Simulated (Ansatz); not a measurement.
# ZnS: uniaxial strain ε_zz = −0.50 %

The parent structure is ZnS in the zinc blende structure (space group F-43m, No. 216; a = 5.357 Å). Axes: x, y, z lie along the cube axes.

Now apply this change: the cell is compressed by 0.50 % along z with no lateral relaxation; the atoms relax in the strained cell.

The values are results of PBEsol, PAW, 420 eV (Ansatz, a program for electronic structure; no SOC), not measurements. Γ-centred 11×11×11 mesh, Fermi–Dirac width 0.05 eV.

| quantity | base | changed | shift |
|---|---|---|---|
| volume per atom | 19.21 Å³ | 19.12 Å³ | -0.096 Å³ |
| energy relative to the base (free energy F) | 0 meV/atom | +0.2 meV/atom | +0.2 meV/atom |
| pressure (mean of the normal stresses, compression positive) | -0.01 GPa | 0.39 GPa | +0.40 GPa |
| band gap | 2.09 eV | 2.09 eV | +0.009 eV |
| gap character | direct at Γ | direct at Γ | – |
| electron mass | 0.17 mₑ (at Γ) | 0.17 mₑ (at Γ) | – |
| valence-band top at Γ (three highest levels, from the VBM) | 0.00, 0.00, 0.00 eV | 0.00, -0.02, -0.02 eV | – |
| valley order (the lowest conduction-band minima on the path, energy above the VBM, named in the base's zone) | Γ 2.09 eV; X along ⟨100⟩ 3.17 eV; L along ⟨111⟩ 3.24 eV | Γ 2.09 eV; X along [001] 3.13 eV; X along [100] 3.16 eV; L along [1-11] 3.23 eV | – |
| stress (xx, yy, zz, yz, xz, xy; compression positive) | – | (0.32, 0.32, 0.53, 0.00, 0.00, 0.00) GPa | – |

Cost of the whole job for the changed cell (relaxation, final SCF and bands): around 13 core-seconds (rough).

Masses are band curvatures over ±0.01 Å⁻¹ around the edge. Stability against distortions was not tested. Labels are those of the standard path for the cell's own space group.
